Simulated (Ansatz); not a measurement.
Start from CsBi2 in the cubic Laves (MgCu2 type) structure (space group Fd-3m, No. 227; a = 9.627 Å; a cell from a computed database, its experimental status unchecked).

All numbers come from Kohn–Sham DFT with the PBEsol functional, run in Ansatz (an electronic-structure program) with PAW and 420 eV plane waves, no SOC.

Base values:

Lattice parameter a: 9.627 Å
Band gap: zero

The change: cell and atoms relaxed at a pressure of 10 GPa.

Problem. Predict the new lattice parameter a.

Solution. The lattice parameter a falls by 0.6222 Å, from 9.627 Å to 9.004 Å.

Problem. Estimate the effect on the band gap.

Solution. The band gap stays zero.

Load acts through the strain it causes; cell and atoms are relaxed under it. Stability against distortions was not tested. No other phases were tried under pressure.
